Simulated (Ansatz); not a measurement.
**InSb, response to strain**

Take InSb in the zinc blende structure (space group F-43m, No. 216; a = 6.5561 Å) as the base. Axes: x, y, z lie along the cube axes.

Strains are applied to the cell and any free atomic positions relax.

All numbers come from Kohn–Sham DFT with the r2SCAN functional, run in Ansatz (a first-principles code) with PAW and 500 eV plane waves, no spin-orbit coupling.

Notes on the quantities. pressure: mean of the normal stresses, compression positive.

```csv
case,pressure,volume per atom
base,0.0 GPa,35.23 Å³
uniaxial strain ε_zz = +0.50 %,-0.2 GPa,35.40 Å³
uniaxial strain ε_zz = +1.00 %,-0.4 GPa,35.58 Å³
uniaxial strain ε_zz = +1.50 %,-0.6 GPa,35.75 Å³
uniaxial strain ε_zz = +2.00 %,-0.8 GPa,35.93 Å³
uniaxial strain ε_zz = +2.50 %,-1.0 GPa,36.11 Å³
uniaxial strain ε_zz = +3.00 %,-1.2 GPa,36.28 Å³
```

Whether these cells are dynamically stable was not tested. The final runs are not spin-polarised.
